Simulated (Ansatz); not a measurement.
Take Sn in the diamond structure (space group Fd-3m, No. 227; relaxed with 0.1 eV smearing) as the base.

```
CELL_PARAMETERS angstrom
      0.00000     3.27046     3.27046
      3.27046     0.00000     3.27046
      3.27046     3.27046     0.00000
ATOMIC_POSITIONS crystal
  Sn 0.25000 0.25000 0.25000
  Sn 0.00000 0.00000 0.00000
```

Cartesian axes are those of the cell as printed.

Level of theory: PBEsol/PAW in Ansatz (a program for electronic structure), without spin-orbit coupling.

Before the change:

The shortest interatomic distance is 2.832 Å and the band gap is zero.

It is then changed as follows: the cell is compressed by 1.06 % along x with no lateral relaxation, atoms relaxed at fixed cell.

Q: Estimate the effect on the energy relative to the base, shortest interatomic distance, stress and band gap.

A: The energy goes up by 0.8 meV/atom; the shortest interatomic distance decreases by 0.010 Å, from 2.832 Å to 2.822 Å; the stress (xx, yy, zz, yz, xz, xy; compression positive) amounts to (0.7, 0.3, 0.3, 0.0, 0.0, 0.0) GPa; the band gap remains zero.

The cells carry an imposed strain or load. No phonon test of stability was made.
